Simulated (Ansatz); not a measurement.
The parent structure is WSe2 in the 2H-MoS2 type structure (space group P6_3/mmc, No. 194; a = 3.2790 Å, c = 12.7858 Å; layered, stacked along the Cartesian z axis). Axes: x lies along a and z along c of the hexagonal cell.

(Cell as relaxed with PBE-D3(BJ).)

Levels (all Ansatz, a quantum-chemistry and plane-wave program, PAW, earlier PAW set): PBE-D3(BJ) (420 eV, no SOC); r2SCAN+rVV10 (500 eV, no SOC).

Each level relaxes its own structure.

```tsv
base	PBE-D3(BJ)	r2SCAN+rVV10
volume per atom	19.84 Å³	20.66 Å³
lattice parameter a	327.9 pm	330.0 pm
band gap	0.87 eV	1.12 eV
```

It is then changed as follows: biaxial strain −0.44 %, plane normal [001], relaxed out of plane (Cartesian); in-plane vectors clamped, the third vector and the atoms free.

| quantity | PBE-D3(BJ) | r2SCAN+rVV10 |
|---|---|---|
| smallest direct gap | 1.62 eV | … |
| shift of the gap caused by the change | +0.01 eV | … |
| hole mass | 1.2 mₑ out of plane, 0.74 mₑ in plane (at Γ) | … |
| valence-band top at Γ (three highest levels, from the VBM) | 0.00, -0.98, -1.23 eV | … |
| volume per atom | 19.70 Å³ | … |

Predict the r2SCAN+rVV10 column.


- smallest direct gap, r2SCAN+rVV10: 1.67 eV
- shift of the gap caused by the change, r2SCAN+rVV10: +0.01 eV
- hole mass, r2SCAN+rVV10: 0.92 mₑ out of plane, 0.81 mₑ in plane (at Γ)
- valence-band top at Γ (three highest levels, from the VBM), r2SCAN+rVV10: 0.00, -1.09, -1.31 eV
- volume per atom, r2SCAN+rVV10: 20.52 Å³

PBE-D3(BJ)'s smallest direct gap lies 0.05 eV below r2SCAN+rVV10's; PBE-D3(BJ)'s volume per atom lies 0.82 Å³ below r2SCAN+rVV10's (4.0 %); the two agree on the shift of the gap caused by the change. Neither level is exact; r2SCAN+rVV10 is the comparison here, not a measurement.

With W present, leaving out spin-orbit coupling can change the band edges. Effective masses come from finite differences of ±0.01 Å⁻¹. Stability against distortions was not tested.
